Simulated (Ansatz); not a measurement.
Defect migration in monoclinic ZrO2: O vacancy, charge state +2. The step: a nearby O atom hops onto the vacant site; the atom moves 2.49 Å along (-0.01, -0.11, -0.45) of the unit cell; the moving atom starts with neighbours O at 2.59, O at 2.64; Zr at 2.07, Zr at 2.08, Zr at 2.23 Å and ends with O at 2.54, O at 2.58; Zr at 2.09, Zr at 2.12, Zr at 2.13 Å. DFT values are from Ansatz (plane-wave PAW, 420 eV unless said) in a cell of 96 host sites, spin-restricted, static, with no finite-size correction. The charge state is imposed; whether it is stable for some Fermi level was not computed. Forms of the defect that were not tried may lie lower. For the PBE band: the saddle point's order was not checked.

| Level | Forward barrier (eV) | Cost of the band or of the saddle's single point |
|---|---|---|
| CHGNet universal potential (has no charge state), its own band | 0.55 | - |
| PBE, the Γ point alone, band relaxed | 0.78 | about 29 core-minutes (a rough figure) |
| PBE, a 2×2×2 k-point mesh shifted by half a step, same geometries | 0.77 | roughly 9 core-minutes |
| r2SCAN at 500 eV, the Γ point alone, same geometries | 0.83 | about 2.7 core-minutes (a rough figure) |
| HSE06, Γ point alone, same geometries | 0.93 | around 20 core-minutes (rough) |

Ansatz is a first-principles code.
